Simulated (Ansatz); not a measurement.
Base system: TaN in the rock salt structure (space group Fm-3m, No. 225; relaxed with 0.1 eV smearing).

```xyz
2
Lattice="0.0000 2.1880 2.1880 2.1880 0.0000 2.1880 2.1880 2.1880 0.0000" Properties=species:S:1:pos:R:3 pbc="T T T"
N      0.0000     0.0000     0.0000
Ta     2.1880     2.1880     2.1880
```

Cartesian axes are those of the cell as printed.

Method: DFT with PBEsol, PAW potentials and a 420 eV plane-wave cutoff in Ansatz (a program for electronic structure), spin-orbit coupling left out.

Base values:

```
Item                             Value
-----------------------------  -------
Pressure                       0.0 GPa
Shortest interatomic distance  2.188 Å
Band gap                          zero
```

Now apply this change: the cell is compressed by 2.58 % along z with no lateral relaxation; the atoms relax in the strained cell.

Question: What happens to the pressure, shortest interatomic distance and band gap?

Answer: The pressure (mean of the normal stresses, compression positive) goes from zero to 10.5 GPa; the shortest interatomic distance decreases by 0.056 Å, from 2.188 Å to 2.132 Å; the band gap stays zero.

No phonon test of stability was made. The final runs are not spin-polarised. This is not the structure that TaN has at room temperature and ambient pressure.
